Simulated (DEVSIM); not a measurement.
Structure: illuminated Ge n-on-p cell, one wavelength, at 300 K.

Layer 1 from the left is Ge, thickness (μm) 0.850, Nd (cm⁻³) 6.4e17, τn (s) 8.5e-7, τp (s) 1.2e-6, absorption coefficient (cm⁻¹) 240. Layer 2 from the left is Ge, thickness (μm) 59.0, Na (cm⁻³) 8.6e16, τn (s) 8.5e-5, τp (s) 8.5e-5, absorption coefficient (cm⁻¹) 240.

Left contact: ohmic, minority hole recombination velocity 10000 cm/s. Right contact: ohmic, minority electron recombination velocity 6000 cm/s. Voltage is applied to the left contact. Recombination: SRH at mid-gap, radiative, Auger. Light enters at the left, 5.2e16 photons cm⁻² s⁻¹, one pass, no reflection. Mobility is μmin + (μ − μmin)/(1 + (N/Nref)^α).

This is a model device: material constants are rounded textbook-type values typed into the input, and sizes, dopings and lifetimes were drawn at random. Values at 300 K.

Ge: gap (eV) 0.664, affinity (eV) 4, permittivity 16, Nc (cm⁻³) 1.04e19, Nv (cm⁻³) 6e18, μn (cm²/Vs) 3900, μp (cm²/Vs) 1900, μn,min 150, μp,min 100, Nref,n 2.6e17, Nref,p 4e17, αn 0.56, αp 0.6, B (cm³/s) 6.4e-14, Cn (cm⁶/s) 1e-31, Cp (cm⁶/s) 1e-31.

Simulated with DEVSIM: 1D drift-diffusion, Boltzmann statistics, complete ionisation; no tunnelling, impact ionisation, image-force lowering or self-heating.

Dark forward current:

```csv
|V| (V),|J| (A/cm²)
0.05,2.561e-5
0.10,0.0002026
0.15,0.001426
0.20,0.009887
0.25,0.06840
0.30,0.4723
0.35,3.230
0.40,21.01
0.45,118.3
0.50,524.9
0.55,1762
0.60,4553
```

Work out the local ideality factor n = ΔV / (kT/q · ln(J2/J1)) between the rows 0.15 and 0.20 V, 0.55 and 0.60 V.

kT/q = 25.85 mV. From 0.15 to 0.20 V: ln(0.009887/0.001426) = 1.936, n = 1.00, near the 1 of diffusion or emission over a barrier. From 0.55 to 0.60 V: ln(4553/1762) = 0.949, n = 2.04.

What current could the absorbed light give at most, and what share is collected?

Σ αd = 1.44, so qΦ(1 − exp(−Σ αd)) = 6.35 mA/cm². The simulated short-circuit current is 5.515 mA/cm², a share of 0.87.

Estimate the open-circuit voltage by superposition: the voltage at which the dark current equals that short-circuit current.

Interpolating ln J in the table gives 0.185 V. The simulation gives 0.185 V, the same within the digits that matter. Superposition holds where collection doesn't change with voltage.
